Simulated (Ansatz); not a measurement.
Take ZnF2 in the rutile structure (space group P4_2/mnm, No. 136; a = 4.8011 Å, c = 3.1749 Å) as the base.

Calculations: PBE, PAW, 420 eV (Ansatz, a first-principles code; without spin-orbit coupling).

Before the change:

| Item | Value |
|---|---|
| Electron mass | 0.41 mₑ along c, 0.45 mₑ across (at Γ) |
| Band gap | 3.52 eV |

Modification: every lattice vector is stretched by 0.60 %; the atoms relax in the strained cell.

Q: What happens to the electron mass and band gap?

A: The electron mass becomes 0.40 mₑ along c, 0.45 mₑ across (at Γ) (base: 0.41 mₑ along c, 0.45 mₑ across (at Γ)); the band gap falls by 0.036 eV to 3.49 eV.

Effective masses come from finite differences of ±0.01 Å⁻¹. No phonon test of stability was made.
